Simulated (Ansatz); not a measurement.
Name crystals whose band gap lies between 0.39 and 0.6 eV and whose electron conductivity mass lies between 0.049 and 0.076 mₑ, by PBEsol, rigid bands run with Ansatz (a program for electronic structure).

Many crystals can fit; among those computed here:
- CdSe (F-43m): 0.48 eV, 0.061 mₑ
- CdSe (P6_3mc): 0.54 eV, 0.067 mₑ
- InP (F-43m): 0.57 eV, 0.056 mₑ

Masses are for dilute carriers at 300 K, harmonic means over directions unless an axis is named. Spin-orbit coupling is left out.
